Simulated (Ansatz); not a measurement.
## A series of runs on TiSb (R3m, 2 atoms in the cell)

```
CELL_PARAMETERS angstrom
      2.05481     1.18634     3.51680
     -2.05481     1.18634     3.51680
      0.00000    -2.37269     3.51680
ATOMIC_POSITIONS crystal
  Ti 0.76240 0.76240 0.76240
  Sb 0.23760 0.23760 0.23760
```

Base run A: revPBE, default PAW files made with PBE in Ansatz (an electronic-structure program), self-consistent single point.

Its settings: kpoints.mp_grid.grid = 10 10 10; hamiltonian.xc = revpbe; hamiltonian.pseudopotentials = {kind: paw} (the program's default PAW files); scf.occupations.method = fermi_dirac; scf.occupations.width = 0.1 eV.

The starting cell was generated: these elements placed on a structure prototype, without a prior relaxation; it need not be a known phase or ordering of this composition. Spin polarisation is off. In the base run, with a pressure of about -6 GPa the cell is away from its equilibrium volume at this level. Ansatz's pressure includes its estimate of the finite-basis (Pulay) stress.

ΔF is the free energy per atom less that of run A. 

```json
[
 {"run": "A", "kpoints.mp_grid.grid, scf.occupations.width": "10 10 10, 0.1 eV", "ΔF (meV/atom)": "0.00", "pressure (GPa)": "-6.46", "largest force (eV/Å)": "0.832", "TS (meV/atom)": "47.1", "k-points": "116"},
 {"run": "B", "kpoints.mp_grid.grid, scf.occupations.width": "8 8 8, 0.03 eV", "ΔF (meV/atom)": "22.3", "pressure (GPa)": "-6.70", "largest force (eV/Å)": "0.831", "TS (meV/atom)": "4.2", "k-points": "65"},
 {"run": "C", "kpoints.mp_grid.grid, scf.occupations.width": "8 8 8, 0.1 eV", "ΔF (meV/atom)": "0.36", "pressure (GPa)": "-6.45", "largest force (eV/Å)": "0.831", "TS (meV/atom)": "47.7", "k-points": "65"},
 {"run": "D", "kpoints.mp_grid.grid, scf.occupations.width": "8 8 8, 0.3 eV", "ΔF (meV/atom)": "-171.4", "pressure (GPa)": "-5.03", "largest force (eV/Å)": "0.844", "TS (meV/atom)": "355.0", "k-points": "65"},
 {"run": "E", "kpoints.mp_grid.grid, scf.occupations.width": "9 9 9, 0.03 eV", "ΔF (meV/atom)": "21.9", "pressure (GPa)": "-6.68", "largest force (eV/Å)": "0.819", "TS (meV/atom)": "4.9", "k-points": "85"},
 {"run": "F", "kpoints.mp_grid.grid, scf.occupations.width": "9 9 9, 0.1 eV", "ΔF (meV/atom)": "0.06", "pressure (GPa)": "-6.46", "largest force (eV/Å)": "0.831", "TS (meV/atom)": "47.1", "k-points": "85"},
 {"run": "G", "kpoints.mp_grid.grid, scf.occupations.width": "9 9 9, 0.3 eV", "ΔF (meV/atom)": "-171.4", "pressure (GPa)": "-5.03", "largest force (eV/Å)": "0.844", "TS (meV/atom)": "355.1", "k-points": "85"},
 {"run": "H", "kpoints.mp_grid.grid, scf.occupations.width": "10 10 10, 0.03 eV", "ΔF (meV/atom)": "21.2", "pressure (GPa)": "-6.70", "largest force (eV/Å)": "0.832", "TS (meV/atom)": "4.0", "k-points": "116"},
 {"run": "I", "kpoints.mp_grid.grid, scf.occupations.width": "10 10 10, 0.3 eV", "ΔF (meV/atom)": "-171.4", "pressure (GPa)": "-5.03", "largest force (eV/Å)": "0.844", "TS (meV/atom)": "355.1", "k-points": "116"},
 {"run": "J", "kpoints.mp_grid.grid, scf.occupations.width": "11 11 11, 0.03 eV", "ΔF (meV/atom)": "21.3", "pressure (GPa)": "-6.70", "largest force (eV/Å)": "0.836", "TS (meV/atom)": "4.1", "k-points": "146"},
 {"run": "K", "kpoints.mp_grid.grid, scf.occupations.width": "11 11 11, 0.1 eV", "ΔF (meV/atom)": "-0.05", "pressure (GPa)": "-6.46", "largest force (eV/Å)": "0.833", "TS (meV/atom)": "47.0", "k-points": "146"},
 {"run": "L", "kpoints.mp_grid.grid, scf.occupations.width": "11 11 11, 0.3 eV", "ΔF (meV/atom)": "-171.5", "pressure (GPa)": "-5.03", "largest force (eV/Å)": "0.844", "TS (meV/atom)": "355.1", "k-points": "146"}
]
```

Run D against A: The free energy falls by 171 meV/atom, the pressure goes from -6.46 to -5.03 GPa and the largest force goes from 0.832 to 0.844 eV/Å.

Run B against A: The free energy rises by 22.3 meV/atom, the pressure goes from -6.46 to -6.70 GPa and the largest force moves little (0.832 to 0.831 eV/Å).

Keys are those of Ansatz 0.2.
